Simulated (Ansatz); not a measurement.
Input and output of a self-consistent single point for SiNi (R3, 8 atoms in the cell) (Ansatz, a first-principles code).

Method of the run: LDA (PW92), default PAW files made with PBE (plane waves; Ansatz).

The change in words: lattice scaled by 0.98; kpoints.mp_grid.grid: 7 7 7 → 10 10 10; scf.occupations.width: 0.1 eV → 0.05 eV. Reference geometry:
```xyz
8
Lattice="4.5262 0.0000 0.0000 0.0000 4.5262 0.0000 0.0000 0.0000 4.5262" Properties=species:S:1:pos:R:3 pbc="T T T"
Si     2.9564     0.6933     1.5698
Si     3.8618     3.8618     3.8618
Si     0.6933     1.5698     2.9564
Si     1.5698     2.9564     0.6933
Ni     1.5864     3.8495     2.9398
Ni     0.6767     0.6767     0.6767
Ni     3.8495     2.9398     1.5864
Ni     2.9398     1.5864     3.8495
```

Reference input (self-consistent single point, DFT, LDA (PW92), plane waves, default PAW files made with PBE): basis.ecutwfc = 420 eV; kpoints.mp_grid.grid = 7 7 7; hamiltonian.xc = lda; hamiltonian.pseudopotentials = {kind: paw} (the program's default PAW files); scf.occupations.method = gaussian; scf.occupations.width = 0.1 eV. This run's input differs from it in these lines:

Ansatz 0.2 input:
```diff
@@ -3,5 +3,5 @@
   lattice:
-    - [4.526208, 0.000000, 0.000000]
-    - [0.000000, 4.526208, 0.000000]
-    - [0.000000, 0.000000, 4.526208]
+    - [4.435684, 0.000000, 0.000000]
+    - [0.000000, 4.435684, 0.000000]
+    - [0.000000, 0.000000, 4.435684]
   atoms:
@@ -18,3 +18,3 @@
 kpoints:
-  mp_grid: { grid: [7, 7, 7] }
+  mp_grid: { grid: [10, 10, 10] }
 hamiltonian:
@@ -23,3 +23,3 @@
 scf:
-  occupations: { method: gaussian, width: 0.1 }
+  occupations: { method: gaussian, width: 0.05 }
 output:
```

Log, with long lists cut:

```
SCF iter   1: F=—  HF=-25532.153641 eV  |F-HF|=—  |Δ(HF+E_count)|=         —  Δρ=1.55e-2  dr2=8.74e-2  ethr=1.77e-3  ⟨swp⟩=7.3  Hψ=36183  notcnv=0  defer=42
all-band conjugate gradients solve this SCF's bands
preconditioner: auto → Kerker (q_TF=auto, 2.732 Å⁻¹)
SCF iter   2: F=—  HF=-25532.135851 eV  |F-HF|=—  |Δ(HF+E_count)|=   1.78e-2  Δρ=4.28e-3  dr2=5.60e-3  ethr=9.93e-5  ⟨swp⟩=2.7  Hψ=18902  notcnv=0  defer=443
   [... lines left out ...]
SCF iter   4: F=—  HF=-25532.134708 eV  |F-HF|=—  |Δ(HF+E_count)|=   2.74e-4  Δρ=2.29e-4  dr2=3.88e-5  ethr=1.14e-6  ⟨swp⟩=1.3  Hψ=9998  notcnv=0  defer=443
SCF iter   5: F=—  HF=-25532.134705 eV  |F-HF|=—  |Δ(HF+E_count)|=   2.45e-6  Δρ=6.61e-5  dr2=3.07e-6  ethr=4.41e-8  ⟨swp⟩=2.3  Hψ=11241  notcnv=0  defer=443
SCF iter   6: F=—  HF=-25532.134705 eV  |F-HF|=—  |Δ(HF+E_count)|=   6.92e-8  Δρ=2.05e-5  dr2=2.35e-7  ethr=3.49e-9  ⟨swp⟩=2.0  Hψ=13863  notcnv=0  defer=443
SCF iter   7: F=-25532.134705 eV  HF=-25532.134705 eV  |F-HF|=6.08e-8  |Δ(HF+E_count)|=   1.11e-9  Δρ=1.01e-5  dr2=6.31e-8  ethr=1.14e-10  ⟨swp⟩=9.0  Hψ=39076  notcnv=0
SCF 1 converged in 7 iterations: F = -25532.134705 eV  dr2 = 6.31e-8
Free energy (F): -25532.134705 eV
Internal energy: -25532.131285 eV  (E = F + TS)
E sigma→0 (E₀):  -25532.132995 eV
Entropy (-TS):   -0.003421 eV (-0.428 meV/atom)
Fermi energy:    17.084931 eV
--- Forces (eV/Å), atoms counted from 1 ---
  atom   1  Si     0.01315252     0.05224730     0.03037534
  atom   2  Si    -0.37513695    -0.37513695    -0.37513695
  atom   3  Si     0.05224730     0.03037534     0.01315252
  atom   4  Si     0.03037534     0.01315252     0.05224730
  atom   5  Ni     0.12827759     0.01077746     0.02537455
  atom   6  Ni     0.11495524     0.11495524     0.11495524
  atom   7  Ni     0.01077746     0.02537455     0.12827759
  atom   8  Ni     0.02537455     0.12827759     0.01077746
--- Stress (GPa, compression-positive) ---
       -0.781297       0.169503       0.169503
        0.169503      -0.781297       0.169503
        0.169503       0.169503      -0.781297
  P = ⅓ Tr σ = -0.7813 GPa (-7.813 kbar)
  The stress holds the Pulay correction. Without it, at fixed plane waves, as pw.x and ABINIT print it: P = -0.8718 GPa
```

The run converged in 7 iterations. Against the reference run the free energy falls by 27.4 meV/atom, the pressure goes from -11.69 to -0.78 GPa and the largest force goes from 0.549 to 0.650 eV/Å.

The starting cell comes from a database of computed structures (which also holds hypothetical and non-ambient phases and stackings), without a prior relaxation at this level. Its lattice was rescaled by up to half a per cent. One atom was moved a little off its site on purpose. For this run, on top of that: lattice scaled by 0.98. Spin polarisation is off. Ansatz's pressure includes its estimate of the finite-basis (Pulay) stress.

Cost on one core of a shared machine: roughly 90 s.
